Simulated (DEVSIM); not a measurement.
Structure: illuminated GaAs p-on-n cell, one wavelength, at 300 K.

```csv
layer (left to right),material,thickness (μm),Nd (cm⁻³),Na (cm⁻³),τn (s),τp (s),absorption coefficient (cm⁻¹)
1,GaAs,0.0530,-,7.7e17,2.4e-10,6.2e-10,14000
2,GaAs,0.630,9.5e16,-,4.1e-9,4.1e-9,14000
```

Left contact: ohmic, minority electron recombination velocity 2e5 cm/s. Right contact: ohmic, minority hole recombination velocity 1e5 cm/s. Voltage is applied to the left contact. Recombination: SRH at mid-gap, radiative, Auger. Light enters at the left, 8.7e16 photons cm⁻² s⁻¹, one pass, no reflection. Mobility is μmin + (μ − μmin)/(1 + (N/Nref)^α).

Constants are typed, rounded textbook-type inputs, not results; the design itself was drawn at random and stands for no fabricated device. Values at 300 K.

```csv
parameter,GaAs
gap (eV),1.424
affinity (eV),4.07
permittivity,12.9
Nc (cm⁻³),4.7e17
Nv (cm⁻³),9e18
μn (cm²/Vs),8500
μp (cm²/Vs),400
"μn,min",500
"μp,min",20
"Nref,n",6e16
"Nref,p",1.5e17
αn,0.39
αp,0.38
B (cm³/s),2e-10
Cn (cm⁶/s),1e-30
Cp (cm⁶/s),1e-30
```

Model (solved in DEVSIM): 1D drift-diffusion, Boltzmann statistics, complete ionisation; no tunnelling, impact ionisation, image-force lowering or self-heating.

The doping Na of layer 1 was swept, all else fixed.

```tsv
doping Na of layer 1 (cm^-3)	largest field in the device at zero bias (V/cm)	dark forward voltage at 1 A/cm² (V)	fill factor	dark forward voltage at 100 A/cm² (V)
2.3e16	130000	(withheld)	0.77	(withheld)
7.7e16	130000	1.033	0.77	1.163
2.3e17	150000	1.061	0.81	1.184
7.7e17	170000	1.076	0.80	1.199
2.3e18	180000	1.082	0.80	1.206
```

What belongs in the gaps?


- 2.3e16, dark forward voltage at 1 A/cm² (V): 1.008
- 2.3e16, dark forward voltage at 100 A/cm² (V): 1.136
